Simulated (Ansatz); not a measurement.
# What biaxial strain −1.50 %, plane normal [001], relaxed out of plane does to BeTe

Take BeTe in the zinc blende structure (space group F-43m, No. 216; a = 5.657 Å) as the base. Axes: x, y, z lie along the cube axes.

One thing is altered: compressive biaxial strain of 1.50 % in the plane normal to [001], as in epitaxy on a mismatched substrate; the out-of-plane cell vector and the atoms relax.

Computed with Ansatz (a quantum-chemistry and plane-wave program), r2SCAN, PAW, cutoff 500 eV, scalar-relativistic without spin-orbit coupling. Γ-centred 10×10×10 mesh, Fermi–Dirac width 0.05 eV.

Volume per atom: 22.20 Å³ (base 22.63 Å³)
Space group: I-4m2 (No. 119) (base F-43m (No. 216))
Shortest interatomic distance: 2.434 Å (base 2.449 Å)
Energy relative to the base (free energy F): +3.7 meV/atom
Pressure (mean of the normal stresses, compression positive): 1.18 GPa (base 0.01 GPa)
Band gap: 2.22 eV (base 2.37 eV)
Gap character: indirect, Γ → X
Smallest direct gap: 3.96 eV (base 4.04 eV)
Electron mass: 2.0 mₑ along k, 0.25 mₑ across (at X) (base 2.1 mₑ along k, 0.25 mₑ across (at X))
Valence-band top at Γ (three highest levels, from the VBM): 0.00, 0.00, -0.16 eV (base 0.00, 0.00, 0.00 eV)
Valley order (the lowest conduction-band minima on the path, energy above the VBM, named in the base's zone): X along [010] 2.22 eV; X along [001] 2.41 eV; L along [111] 3.48 eV (base X along ⟨100⟩ 2.37 eV; L along ⟨111⟩ 3.51 eV)
Out-of-plane strain: +1.13 %
Ratio −ε⊥/ε∥: 0.75
Mean in-plane stress (compression positive): +1.8 GPa

Final structure (turned so that z lies along the plane normal):

```xyz
2
Lattice="3.9400 0.0000 0.0000 0.0000 3.9400 0.0000 1.9700 -1.9700 2.8602" Properties=species:S:1:pos:R:3 pbc="T T T"
Be     0.0000     0.0000     0.0000
Te     3.9400     1.9700     1.4301
```

Cost of the whole job for the changed cell (relaxation, final SCF and bands): around 50 core-seconds (rough).

Spin-orbit coupling, missing from the scalar runs, can matter with Te. Effective masses come from finite differences of ±0.01 Å⁻¹. Along k means along the line from Γ to the band edge. Stability against distortions was not tested. Labels are those of the standard path for the cell's own space group.
